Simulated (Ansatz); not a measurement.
# What isotropic strain +0.50 % does to Li

Take Li in the bcc (W type) structure (space group Im-3m, No. 229; a = 3.4352 Å; relaxed with 0.1 eV smearing) as the base.

One thing is altered: every lattice vector is stretched by 0.50 %, atoms relaxed at fixed cell.

The values are results of PBE/PAW in Ansatz (a first-principles code), scalar-relativistic without spin-orbit coupling, not measurements. Γ-centred 27×27×27 mesh, Fermi–Dirac width 0.1 eV.

- Space group = Im-3m (No. 229) (base Im-3m (No. 229))
- Shortest interatomic distance = 2.990 Å (base 2.975 Å)
- Energy relative to the base (free energy F) = +0.2 meV/atom
- Pressure = -0.2 GPa (base 0.0 GPa)
- Band gap = zero (base zero)

Cost of the whole job for the changed cell (relaxation, final SCF and bands): roughly 6 core-seconds.

Whether these cells are dynamically stable was not tested.
